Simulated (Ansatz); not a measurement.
Levels about the gap of amorphous Hf20Al20O70 (110 atoms in a cell of 1315 Å³, 6.60 g/cm³; zone centre alone, so wide bands show as single levels with stretches between that a denser mesh fills), at the geometry that PBE relaxed, where it gives 0.0 GPa on a denser mesh. The participation number counts the atoms over which a state spreads; weights are charges in smoothed Voronoi cells. The levels come from a single point, so bond lengths are those of that geometry. Method of the levels: PBE, scalar-relativistic without spin-orbit coupling (Ansatz, a first-principles code). Sampling: the zone centre alone; Fermi-Dirac width 0.02 eV; no spin polarisation. At PBE the levels at the filled edge of the gap are localised (band-tail or defect states), and the nearest spread-out levels lie 4.0 eV apart at the zone centre.

The cell was made by melting and quenching with the CHGNet potential and then relaxed with DFT. O atoms were pushed apart under 1.9 Å during the dynamics, to hinder bonds among them. The hot cell started wider than the set density and was brought back towards it in steps. It is the lowest in DFT energy of 4 quenches. It is a model cell: composition and starting density were chosen by hand, and all elements were melted together. No dispersion term was used. Its density started from a set value of 6.72 and ended at 6.60 g/cm³. Cooling (nominally 600 K/ps over its main leg) ran many orders faster than in experiment, which tends to leave more defects and strain. A cell of this size samples the disorder only roughly. Volume and shape were free in the relaxation.

| E - E(highest filled), eV | filling | participation number | largest on | weight O | weight Hf | weight Al |
|---|---|---|---|---|---|---|
| -0.37 | filled | 20.8 | O, 3 neighbours | 0.94 | 0.04 | 0.02 |
| -0.34 | filled | 26.7 | O, 2 neighbours | 0.94 | 0.04 | 0.02 |
| -0.27 | filled | 23.7 | O, 3 neighbours | 0.95 | 0.03 | 0.02 |
| -0.24 | filled | 10.9 | O, 2 neighbours | 0.95 | 0.04 | 0.01 |
| -0.20 | filled | 12.6 | O, 3 neighbours | 0.95 | 0.03 | 0.02 |
| -0.12 | filled | 18.2 | O, 2 neighbours | 0.95 | 0.03 | 0.02 |
| 0.00 | filled | 8.3 | O, 3 neighbours | 0.95 | 0.03 | 0.02 |
| 3.73 | empty | 25.3 | Hf, 6 neighbours | 0.53 | 0.34 | 0.13 |
| 4.07 | empty | 13.0 | Hf, 7 neighbours | 0.35 | 0.62 | 0.03 |
| 4.15 | empty | 15.8 | Hf, 6 neighbours | 0.37 | 0.59 | 0.04 |
| 4.21 | empty | 24.2 | Hf, 6 neighbours | 0.39 | 0.56 | 0.05 |
| 4.31 | empty | 19.0 | Hf, 6 neighbours | 0.39 | 0.57 | 0.04 |
| 4.37 | empty | 19.4 | Hf, 6 neighbours | 0.35 | 0.62 | 0.03 |
| 4.43 | empty | 28.0 | Hf, 6 neighbours | 0.37 | 0.60 | 0.03 |

Most localised among these is the filled level at +0.00 eV, on a O atom, which has 3 neighbours (Al 1.77 Å, Al 1.90 Å, Hf 2.13 Å).
